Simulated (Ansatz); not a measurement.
An Ansatz (an electronic-structure program) input (r2SCAN/PAW in Ansatz, without spin-orbit coupling):

Ansatz 0.2 input:
```yaml
crystal:
  lattice:
    - [0, 2.6945511577, 2.7619149366]
    - [2.6945511577, 0, 2.7619149366]
    - [2.6945511577, 2.6945511577, 0]
  atoms:
    - { symbol: Zn, position: [0, 0, 0] }
    - { symbol: S, position: [0.25, 0.25, 0.25] }
basis: { ecutwfc: 500, ecutrho_ratio: 4, xc_grid: 4, fft_grid_basis: typed }
kpoints: { mp_grid: { grid: [11, 11, 11] } }
hamiltonian:
  xc: r2scan
  dispersion: none
  pseudopotentials: { kind: paw }
scf: { occupations: { method: fermi_dirac, width: 0.05 }, convergence: { dr2_threshold: 0.0000000002 } }
relax: { f_tol: 0.005, max_steps: 50 }
output: { forces: true, stress: true }
checkpoint: { write: state.ck, write_every: 1000 }
```

### Question
Which symmetry and how many k-points will the program report, and about how many plane waves at Γ?

### Answer
Space group I-4m2 (ITA 119) with 8 operations, k-points 126 of 1331, and 975 plane waves at Γ.

### Question
And the final pressure?

### Answer
-1.85 GPa (compression positive).

The cells carry an imposed strain or load. Whether these cells are dynamically stable was not tested. The cell was made from ZnS in the zinc blende structure (space group F-43m, No. 216) by this change: uniaxial strain ε_zz = +2.50 %.
